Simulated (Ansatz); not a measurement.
Base system: PbTe in the rock salt structure (space group Fm-3m, No. 225).

```yaml
crystal:
  lattice:
    - [0.00000, 3.22119, 3.22119]
    - [3.22119, 0.00000, 3.22119]
    - [3.22119, 3.22119, 0.00000]
  atoms:
    - { symbol: Te, position: [0.00000, 0.00000, 0.00000] }
    - { symbol: Pb, position: [0.50000, 0.50000, 0.50000] }
```

The other end (x = 1) is CdPb in the rock salt structure (space group Fm-3m, No. 225; a hypothetical phase, not in the database extracts checked): 27.97 Å³/atom, gap zero; this end may not be an ambient phase.

Method: PBEsol/PAW in Ansatz (an electronic-structure program), no SOC, earlier PAW set.

Cd replaces a fraction x of Te; each row is one arrangement (x, atoms in the cell, starting space group or random), fully relaxed.

One change was made to it. Results:

The mixing energy comes out as +0.08 eV/atom (to 0.01 eV only: unlike meshes or grids) (against an end that may be hypothetical); the mean first-shell distances comes out as Te–Pb 3.182 Å (end compound 3.221 Å), Cd–Pb 3.118 Å (end compound 3.036 Å); the band gap becomes zero (base: 0.65 eV); the deviation of the volume from the linear (Vegard-type) interpolation comes out as -0.6 %.

**Question.** Which change produced these results?
(A) x(Cd) = 0.5, 8 atoms, R-3m
(B) x(Cd) = 0.333, 6 atoms, Immm
(C) x(Cd) = 0.75, 8 atoms, P4/mmm

**Answer.** B, x(Cd) = 0.333, 6 atoms, Immm. For comparison, the mean first-shell distances in the other runs: x(Cd) = 0.5, 8 atoms, R-3m gives Te–Pb 3.249 Å (end compound 3.221 Å), Cd–Pb 3.037 Å (end compound 3.036 Å); x(Cd) = 0.75, 8 atoms, P4/mmm gives Te–Pb 3.106 Å (end compound 3.221 Å), Cd–Pb 3.084 Å (end compound 3.036 Å).

Each cell is one ordered arrangement of few atoms, which overstates ordering effects compared with a random alloy. With Pb and Te present, leaving out spin-orbit coupling can change the band edges. Whether these cells are dynamically stable was not tested. All final runs are without spin polarisation.
